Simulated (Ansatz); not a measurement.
CaO (Fm-3m), PBE, rigid bands run with Ansatz (a first-principles code): Condition of this run: functional PBE, cell relaxed with it. band gap 3.66 eV, N_c = 4.05e19 cm⁻³ and N_v = 1.57e20 cm⁻³ at 300 K, conductivity masses of 0.584 mₑ (electrons) and 1.44 mₑ (holes). Take k_BT = 0.02585 eV.

**Question.** Find the intrinsic carrier density and the intrinsic Fermi level.

**Answer.** n_i = √(N_c N_v) exp(−E_g/2k_BT) = 7.97e19 × exp(−70.79) = 1.4e-11 cm⁻³. The level lies (k_BT/2) ln(N_v/N_c) = 18 meV from mid-gap (positive towards the conduction band). Each 0.1 eV added to the gap lowers n_i by a factor of 6.9.

**Question.** What thermal injection velocity √(2k_BT/πm) limits a ballistic channel?

**Answer.** 7.04e6 cm/s for electrons and 4.48e6 cm/s for holes, a ratio of √(m_h/m_e) = 1.57, for dilute carriers.

**Question.** A film of it is 5 nm thick. Estimate the confinement energies in an infinite well.

**Answer.** ħ²π²/(2m t²) = 0.376 eV·nm²/(m/mₑ × t²) gives 25.8 meV for electrons and 10.4 meV for holes, so the gap would widen to about 3.70 eV. Finite barriers and nonparabolic bands lower this, and with several valleys or bands the heaviest mass along the normal sets the lowest level, not this average.

Rigid, parabolic bands with the computed gap; masses take one relaxation time for all states. Spin-orbit coupling is left out; where it splits the top of the valence band, N_v and the p-type Seebeck coefficient come out somewhat high without it.
